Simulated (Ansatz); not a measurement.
The parent structure is CsPbBr3 in the cubic perovskite structure (space group Pm-3m, No. 221; a = 5.8721 Å).

The values are results of Ansatz (a quantum-chemistry and plane-wave program), PBEsol, PAW, cutoff 420 eV, scalar-relativistic without spin-orbit coupling, not measurements.

Before the change:

- Volume per atom: 40.50 Å³
- Band gap: 1.43 eV

Modification: a hydrostatic pressure of 0.3 GPa.

Q: What happens to the volume per atom?

A: The volume per atom decreases by 0.55 Å³ to 39.95 Å³.

Q: How does this affect the band gap?

A: The band gap shrinks by 0.06 eV (1.43 eV → 1.37 eV).

With Pb present, leaving out spin-orbit coupling can change the band edges. Load acts through the strain it causes; cell and atoms are relaxed under it. Stability against distortions was not tested. Many cubic perovskites are stable only at high temperature; tilts and polar distortions were not tested. This is not the structure that CsPbBr3 has at room temperature and ambient pressure.
